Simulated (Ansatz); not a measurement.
C11b WSi2 was calculated with r²SCAN-D4 in Ansatz (PAW).

Run with plane-wave cutoff 560 eV, 24×24×24 k mesh, Fermi–Dirac smearing 0.05 eV, no spin polarisation, scalar-relativistic PAW data made under PBE.

Response to compression and expansion:

Shape and atoms are relaxed at each volume.

```
V (Å³/atom)  P (GPa)  c (Å)  a (Å)
-----------  -------  -----  -----
12.774         10.61  7.700  3.155
13.040          5.02  7.743  3.179
13.306          0.00  7.787  3.202
13.572         -4.52  7.830  3.225
13.838         -8.57  7.872  3.248
```

Note: the bulk modulus comes from volumes at which shape and atoms were relaxed.

Ansatz is an electronic-structure program.
